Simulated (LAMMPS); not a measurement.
Surface tension of liquid Cu over temperature.

Computed with classical MD, pair style eam/alloy, file CuNi.eam.alloy, run in LAMMPS.

```json
[
 {"T (K)": "1360", "surface tension": "1.61 ± 0.02 N/m", "excess energy": "1.8 J/m²"},
 {"T (K)": "1560", "surface tension": "1.55 ± 0.02 N/m", "excess energy": "1.8 J/m²"},
 {"T (K)": "1830", "surface tension": "1.51 ± 0.03 N/m", "excess energy": "1.8 J/m²"}
]
```

Uncertainties are statistical and leave out the potential's own error.
